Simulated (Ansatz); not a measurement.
A computed series for TiO2: response to strain

Base system: TiO₂ in the anatase structure (space group I4_1/amd, No. 141).

```
CELL_PARAMETERS angstrom
     -1.88489     1.88489     4.77584
      1.88489    -1.88489     4.77584
      1.88489     1.88489    -4.77584
ATOMIC_POSITIONS crystal
  Ti 0.75000 0.25000 0.50000
  Ti 0.00000 0.00000 0.00000
  O  0.54247 0.04247 0.50000
  O  0.79247 0.79247 0.00000
  O  0.20753 0.20753 0.00000
  O  0.95753 0.45753 0.50000
```

Cartesian axes are those of the cell as printed.

Strains are applied to the cell and any free atomic positions relax; under biaxial strain the out-of-plane vector relaxes too.

The values are results of Ansatz (a program for electronic structure) PBEsol, no SOC, not measurements.

Notes on the quantities. energy relative to the base: free energy F.

```json
[
 {"variant": "base", "energy relative to the base": "0 meV/atom", "band gap": "2.11 eV", "volume per atom": "11.31 Å³"},
 {"variant": "biaxial strain +0.60 %, plane normal [001], relaxed out of plane", "energy relative to the base": "+0.7 meV/atom", "band gap": "2.05 eV", "volume per atom": "11.35 Å³"},
 {"variant": "biaxial strain +1.20 %, plane normal [001], relaxed out of plane", "energy relative to the base": "+2.9 meV/atom", "band gap": "1.99 eV", "volume per atom": "11.38 Å³"},
 {"variant": "biaxial strain +1.80 %, plane normal [001], relaxed out of plane", "energy relative to the base": "+6.6 meV/atom", "band gap": "1.95 eV", "volume per atom": "11.43 Å³"},
 {"variant": "biaxial strain +2.40 %, plane normal [001], relaxed out of plane", "energy relative to the base": "+12 meV/atom", "band gap": "1.90 eV", "volume per atom": "11.48 Å³"},
 {"variant": "biaxial strain +3.00 %, plane normal [001], relaxed out of plane", "energy relative to the base": "+18 meV/atom", "band gap": "1.86 eV", "volume per atom": "11.53 Å³"}
]
```

Semilocal Kohn–Sham gaps tend to fall short of experiment. Whether these cells are dynamically stable was not tested. All final runs are without spin polarisation.
